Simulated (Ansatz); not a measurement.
## Pressure series in ZrO2

Start from ZrO2 (space group P4_2/nmc, No. 137; a = 3.6210 Å, c = 5.2828 Å).

Cell and atoms are relaxed at each pressure.

Method: DFT with PBE, PAW potentials and a 420 eV plane-wave cutoff in Ansatz (an electronic-structure program), spin-orbit coupling left out.

Notes on the quantities. enthalpy: H = E + PV relative to the base's energy.

```tsv
variant	c/a ratio	enthalpy	electron mass	density
base	1.459	–	2.3 mₑ along c, 0.61 mₑ across (at Γ)	5.91 g/cm³
pressure −2 GPa	1.465	-0.15 eV/atom	2.3 mₑ along c, 0.62 mₑ across (at Γ)	5.83 g/cm³
pressure −1 GPa	1.462	-0.07 eV/atom	2.3 mₑ along c, 0.61 mₑ across (at Γ)	(withheld)
pressure 0.9 GPa	1.457	+0.06 eV/atom	2.3 mₑ along c, 0.61 mₑ across (at Γ)	5.94 g/cm³
pressure 2.1 GPa	1.454	+0.15 eV/atom	2.3 mₑ along c, 0.61 mₑ across (at Γ)	5.98 g/cm³
pressure 4.5 GPa	1.448	+0.32 eV/atom	2.2 mₑ along c, 0.60 mₑ across (at Γ)	6.07 g/cm³
pressure 9 GPa	(withheld)	+0.63 eV/atom	2.1 mₑ along c, 0.59 mₑ across (at Γ)	6.21 g/cm³
pressure 15 GPa	1.433	+1.04 eV/atom	2.1 mₑ along c, 0.57 mₑ across (at Γ)	(withheld)
pressure 30 GPa	(withheld)	+2.01 eV/atom	1.9 mₑ along c, 0.54 mₑ across (at Γ)	6.74 g/cm³
```

Task: Some entries are withheld; estimate them.

Result: 
- pressure −1 GPa, density: 5.87 g/cm³
- pressure 9 GPa, c/a ratio: 1.441
- pressure 15 GPa, density: 6.38 g/cm³
- pressure 30 GPa, c/a ratio: 1.421

The levels and masses belong to the bands next to the band gap. Load acts through the strain it causes; cell and atoms are relaxed under it. Masses are band curvatures over ±0.01 Å⁻¹ around the edge. No phonon test of stability was made. Competing high-pressure phases were not computed. This is not the structure that ZrO2 has at room temperature and ambient pressure.
